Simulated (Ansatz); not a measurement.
Consider ZnS in the wurtzite structure (space group P6_3mc, No. 186; a = 3.8070 Å, c = 6.2462 Å). Axes: x lies along a and z along c of the hexagonal cell.

Calculations: r2SCAN (Ansatz, a first-principles code; PAW; 500 eV plane waves; no SOC), earlier PAW set.

Strains are applied to the cell and any free atomic positions relax; under biaxial strain the out-of-plane vector relaxes too.

One change was made to it. Results:

```tsv
quantity	base	after
pressure (mean of the normal stresses, compression positive)	0.00 GPa	3.15 GPa
valence-band top at Γ (three highest levels, from the VBM)	0.00, 0.00, -0.08 eV	0.00, 0.00, -0.09 eV
width of the top valence band	2.18 eV	2.31 eV
```

Q: What was done to the base?
A) biaxial strain +2.28 %, plane normal [001], relaxed out of plane
B) isotropic strain −1.24 %
C) isotropic strain −2.62 %

A: B, isotropic strain −1.24 %. For comparison, the valence-band top at Γ in the other runs: biaxial strain +2.28 %, plane normal [001], relaxed out of plane gives 0.00, -0.08, -0.08 eV; isotropic strain −2.62 % gives 0.00, 0.00, -0.10 eV.

The levels and masses belong to the bands next to the band gap. No phonon test of stability was made.
